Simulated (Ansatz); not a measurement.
**Band edges of diamond-structure Si (Fd-3m) under uniaxial stress along [110]**

Cell and atoms are relaxed with PBEsol to each stress (compression positive); bands and masses by PBEsol with spin-orbit coupling, rigid bands (plane waves, PAW; Ansatz, an electronic-structure program). Strains are changes of length against the unloaded cell.

Space group Fd-3m, origin choice 1 (No. 227); a = b = c = 5.434 Å, α = β = γ = 90.00°

| atom | site | symmetry | x | y | z |
|---|---|---|---|---|---|
| Si | 8b | -43m | 0.5000 | 0.5000 | 0.5000 |
(The calculation used a cell of 2 atoms; values per cell refer to that cell.)

| stress (GPa) | strain [110] (%) | strain [1−10] (%) | strain [00−1] (%) | gap (eV) | mean mₑ* |
|---|---|---|---|---|---|
| -2.00 | 1.30 | -0.09 | -0.49 | 0.338 | 0.29 |
| -1.00 | 0.64 | -0.05 | -0.24 | 0.397 | 0.29 |
| 0 | 0 | 0 | 0 | 0.448 | 0.28 |
| 1.00 | -0.63 | 0.04 | 0.23 | 0.392 | 0.28 |
| 2.00 | -1.24 | 0.09 | 0.45 | 0.327 | 0.28 |

[110] is the direction of the load. Masses are conductivity masses at 300 K in electron masses, harmonic means over x, y and z.

**Question.** From the two loads next to zero, find the Young modulus and the ratio of transverse to axial strain, taking [1−10].

**Answer.** Between -1.00 and 1.00 GPa the strain along [110] changes by -1.27 % and that along [1−10] by 0.09 %. The modulus is 2.00/0.0127 = 157 GPa and the ratio of the strains 0.07 (PBEsol, atoms relaxed).

**Question.** How fast does the gap move on either side of zero load?

**Answer.** Under tension, (0.397 − 0.448) eV over -1.00 GPa = 51 meV/GPa, or about -8.0 eV per unit strain; under compression, (0.392 − 0.448) eV over 1.00 GPa = -56 meV/GPa, or about 8.9 eV per unit strain. The two slopes part by 107 meV/GPa; gaps are resolved to about 0.01 eV, which allows 20 meV/GPa, so they differ, even in sign: the gap has a turning point near zero load.

Masses are those of dilute carriers in rigid bands with one relaxation time, without polarons. Third decimals of gaps are kept for the arithmetic. Every relaxation keeps the diamond-structure phase (space group Imma under this load), so a transition, a distortion that breaks the symmetry or fracture can't show.
